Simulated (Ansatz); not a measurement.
Cu: biaxial strain +1.25 %, plane normal [111], relaxed out of plane

Start from Cu in the fcc (Cu type) structure (space group Fm-3m, No. 225; a = 3.518 Å; relaxed with 0.1 eV smearing). Axes: x, y, z lie along the cube axes.

Modification: tensile biaxial strain of 1.25 % in the plane normal to [111], as in epitaxy on a mismatched substrate; the out-of-plane cell vector and the atoms relax.

Level of theory: LDA (Ansatz, a quantum-chemistry and plane-wave program), no spin-orbit coupling. Γ-centred 32×32×32 mesh, Fermi–Dirac width 0.1 eV.

```json
[
 {"quantity": "volume per atom", "base": "10.89 Å³", "changed": "11.06 Å³", "shift": "+0.17 Å³"},
 {"quantity": "space group", "base": "Fm-3m (No. 225)", "changed": "R-3m (No. 166)", "shift": "–"},
 {"quantity": "shortest interatomic distance", "base": "2.488 Å", "changed": "2.483 Å", "shift": "-0.005 Å"},
 {"quantity": "energy relative to the base (free energy F)", "base": "0 meV/atom", "changed": "+3.6 meV/atom", "shift": "+3.6 meV/atom"},
 {"quantity": "pressure (mean of the normal stresses, compression positive)", "base": "0.0 GPa", "changed": "-2.7 GPa", "shift": "-2.7 GPa"},
 {"quantity": "band gap", "base": "zero", "changed": "zero", "shift": "–"},
 {"quantity": "out-of-plane strain", "base": "–", "changed": "-0.94 %", "shift": "–"},
 {"quantity": "ratio −ε⊥/ε∥", "base": "–", "changed": "0.75", "shift": "–"},
 {"quantity": "mean in-plane stress (compression positive)", "base": "–", "changed": "-4.1 GPa", "shift": "–"}
]
```

Cost of the whole job for the changed cell (relaxation, final SCF and bands): very roughly 100 core-seconds.

Stability against distortions was not tested. All final runs are without spin polarisation.
